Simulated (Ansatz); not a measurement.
```cif
data_Ga4P4
_chemical_formula_sum 'P4 Ga4'
_space_group_name_H-M_alt 'F-43m'
_space_group_IT_number 216
_space_group_name_Hall 'F -4 2 3'
_cell_length_a 5.43830
_cell_length_b 5.43830
_cell_length_c 5.43830
_cell_angle_alpha 90.000
_cell_angle_beta 90.000
_cell_angle_gamma 90.000
loop_
_atom_site_label
_atom_site_type_symbol
_atom_site_symmetry_multiplicity
_atom_site_Wyckoff_symbol
_atom_site_fract_x
_atom_site_fract_y
_atom_site_fract_z
_atom_site_occupancy
P1 P 4 d 0.75000 0.75000 0.75000 1
Ga1 Ga 4 a 0.00000 0.00000 0.00000 1
```
(The calculation used a cell of 2 atoms; values per cell refer to that cell.)

The cell is fixed at its relaxed static size. Melting and transitions to other phases are not modelled. An odd repeat of the supercell leaves out some zone-boundary points, where instabilities often lie.

Problem. Is this phase dynamically stable in the harmonic approximation, and at 300, 600 K by the stochastic self-consistent harmonic approximation in a 3×3×3 supercell, PBEsol in Ansatz (a first-principles code)? Give the softest mode in each case.

Solution. Harmonic: softest mode 73 cm⁻¹ at q = (0.00, 0.00, 0.33), so stable at the wave vectors of the supercell. 300 K: stable, softest second derivative of the free energy 71 cm⁻¹ (error under 1) at q = (0.00, 0.00, 0.33), at 0.6 GPa in this cell. 600 K: stable, softest second derivative of the free energy 70 cm⁻¹ (error under 1) at q = (0.00, 0.00, 0.33), at 0.9 GPa in this cell. The verdict is statistical, holds for these wave vectors and this fixed cell alone, and errs towards stability where frames are few. Wave vectors are fractions of the primitive cell's reciprocal vectors.
